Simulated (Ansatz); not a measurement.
LiSiP (model structure, started from the NaSnP type, P6₃mc, No. 186, 6 atoms in the cell), treated with G0W0@PBEsol in Ansatz (hard PAW, contour deformation).

The cell is the one relaxed with PBEsol. Conventional cell: a = 3.4369 Å, b = 3.4369 Å, c = 10.2274 Å, α = 90.00°, β = 90.00°, γ = 120.00°.

One run with a 6×6×2 mesh, response cutoff 100 eV and 436 empty bands, not extrapolated in mesh or basis; no spin–orbit coupling.

Highest filled and lowest empty level by k point (fractions of the reciprocal vectors of the cell (3.437 0.000 0.000) (-1.718 2.976 0.000) (0.000 0.000 10.227) Å; eV from the valence maximum of each method):

| k | PBEsol filled | PBEsol empty | QP filled | QP empty |
|---|---|---|---|---|
| 0 0 0 | -0.14 | 3.15 | -0.15 | 3.97 |
| 0 0.167 0 | 0.00 | 2.27 | 0.00 | 2.97 |
| 0 0.333 0 | -0.71 | 0.89 | -0.69 | 1.52 |
| 0 0.333 -0.5 | -1.18 | 0.96 | -1.19 | 1.59 |
| 0 -0.5 -0.5 | -2.18 | 0.95 | -2.15 | 1.62 |
| 0.167 0.167 -0.5 | -1.03 | 2.25 | [?] | [?] |
| 0.167 0.333 -0.5 | -1.60 | 1.50 | [?] | [?] |
| 0.333 0.333 0 | -1.34 | 0.69 | -1.36 | 1.27 |

Q: Estimate the withheld levels to about 0.1 eV.

A: 
- 0.167 0.167 -0.5, QP filled: -1.04
- 0.167 0.167 -0.5, QP empty: 2.85
- 0.167 0.333 -0.5, QP filled: -1.60
- 0.167 0.333 -0.5, QP empty: 2.05

Note: the relaxation could raise the start's symmetry but not lower it, so the cell can be a saddle point.

A model structure was made by putting elements into a prototype or built by hand; it is no filed structure, need not be a known phase, and can be a saddle point held by its symmetry.

Ansatz is a first-principles code.
